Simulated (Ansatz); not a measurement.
Several settings converged on a (110) slab of ZrAu (cut from a parent of space group no. 123; 10 atoms in the cell)

```yaml
crystal:
  lattice:
    - [3.90579, 0.00000, 0.00000]
    - [0.00000, 4.46349, 0.00000]
    - [0.00000, 0.00000, 22.92701]
  atoms:
    - { symbol: Zr, position: [0.00000, 0.00000, 0.30532] }
    - { symbol: Au, position: [0.50000, 0.50000, 0.30532] }
    - { symbol: Zr, position: [0.00000, 0.50000, 0.40266] }
    - { symbol: Au, position: [0.50000, 0.00000, 0.40266] }
    - { symbol: Zr, position: [0.00000, 0.00000, 0.50000] }
    - { symbol: Au, position: [0.50000, 0.50000, 0.50000] }
    - { symbol: Zr, position: [0.00000, 0.50000, 0.59734] }
    - { symbol: Au, position: [0.50000, 0.00000, 0.59734] }
    - { symbol: Zr, position: [0.00000, 0.00000, 0.69468] }
    - { symbol: Au, position: [0.50000, 0.50000, 0.69468] }
```

Base method: PBEsol, default PAW files made with PBE (plane waves; Ansatz, a program for electronic structure).

Base settings: basis.ecutwfc = 420 eV; kpoints.mp_grid.grid = 4 4 1; hamiltonian.xc = pbesol; hamiltonian.pseudopotentials = {kind: paw} (the program's default PAW files); scf.occupations.method = gaussian; scf.occupations.width = 0.1 eV.

The count of work is k-points × plane waves × bands × iterations; it is no time. 

**The vacuum**

The mesh stays at the base's, so the ladder's end is converged at best in this setting alone.

Only quantities that move along the ladder and can be compared are tabulated.

| vacuum between outermost atoms (Å) | free energy less the last step's (meV/atom) | largest difference of a force vector from the last step's (eV/Å) | count of work / last |
|---|---|---|---|
| 3.0 | -153.24 | 0.703 | 0.21 |
| 4.0 | -67.61 | 0.423 | 0.30 |
| 5.0 | -22.95 | 0.207 | 0.32 |
| 6.0 | -5.74 | 0.070 | 0.38 |
| 7.0 | -1.15 | 0.027 | 0.41 |
| 8.0 | -0.32 | 0.009 | 0.44 |
| 10.0 | -0.03 | 0.001 | 0.49 |
| 12.0 | 0.00 | 0.000 | 0.54 |
| 14.0 | 0.00 | 0.000 | 0.59 |
| 17.0 | 0.00 | 0.000 | 0.67 |
| 20.0 | 0.00 | 0.000 | 0.74 |
| 25.0 | 0.00 | 0.000 | 0.87 |
| 30.0 | 0.00 | 0.000 | 1.0 |

Smallest vacuum between outermost atoms (Å) that holds the free energy within 5 meV/atom of the last step, with all finer ones: 7.0, at 0.41 of the last step's count of work; the step before is off by 5.7 meV/atom.

Smallest vacuum between outermost atoms (Å) that holds the forces within 0.02 eV/Å of the last step, with all finer ones: 8.0, at 0.44 of the last step's count of work; the step before is off by 0.027 eV/Å.

**The plane-wave cutoff**

The mesh stays at the base's, so the ladder's end is converged at best in this setting alone.

Only quantities that move along the ladder and can be compared are tabulated.

| basis.ecutwfc | free energy less the last step's (meV/atom) | largest difference of a force vector from the last step's (eV/Å) | count of work / last |
|---|---|---|---|
| 210 eV | 3710.86 | 0.623 | 0.15 |
| 250 eV | 727.73 | 0.063 | 0.18 |
| 295 eV | 97.00 | 0.009 | 0.21 |
| 355 eV | 4.02 | 0.004 | 0.27 |
| 420 eV | 0.95 | 0.000 | 0.36 |
| 505 eV | 0.24 | 0.000 | 0.47 |
| 630 eV | 0.09 | 0.000 | 0.65 |
| 840 eV | 0.00 | 0.000 | 1.0 |

Coarsest basis.ecutwfc that holds the free energy within 0.5 meV/atom of the last step, with all finer ones: 505 eV; the step before is off by 0.95 meV/atom.

Coarsest basis.ecutwfc that holds the forces within 0.005 eV/Å of the last step, with all finer ones: 355 eV, at 0.27 of the last step's count of work; the step before is off by 0.009 eV/Å.

On the base run: the starting cell comes from a database of computed structures (which also holds hypothetical and non-ambient phases and stackings), without a prior relaxation at this level. The slab is cut from that crystal, and its faces are unrelaxed. Its lattice was rescaled by up to half a per cent. Without a gap this mesh is coarse (it stands for a supercell whose shortest in-plane vector is 16 Å).

Left out of this page: 1 run of the series outside the window shown, repeating another row's setting, or not comparable.

Keys are those of Ansatz 0.2.
